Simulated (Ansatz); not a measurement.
The reference is Ta₂O₅ (space group Pmmm, No. 47; a = 3.6700 Å, b = 3.8590 Å, c = 6.4332 Å; a cell from a computed database, its experimental status unchecked). Axes: x, y, z lie along a, b, c of the conventional cell.

It is then changed as follows: biaxial strain +0.79 %, plane normal [001], relaxed out of plane (Cartesian); in-plane vectors clamped, the third vector and the atoms free.

Levels (all Ansatz, a program for electronic structure, PAW): PBEsol (420 eV, without spin-orbit coupling); r2SCAN (500 eV, no SOC); HSE06 (420 eV, no spin-orbit coupling).

At the geometry relaxed with PBEsol, these levels gave the following band gaps, in shuffled order: (a) 1.50 eV, (b) 0.58 eV, (c) 0.28 eV.

**Question.** Match each gap to its level.

**Answer.** (a) HSE06; (b) r2SCAN; (c) PBEsol.

Single points use the geometry relaxed with PBEsol. The hybrid gap comes from the SCF mesh plus the semilocal run's edge points and a few special points and is an upper bound. Spin-orbit coupling, missing from the scalar runs, can matter with Ta. Whether these cells are dynamically stable was not tested. The zero or small gap of Ta2O5 under biaxial strain +0.79 %, plane normal [001], relaxed out of plane can change with the level of theory.
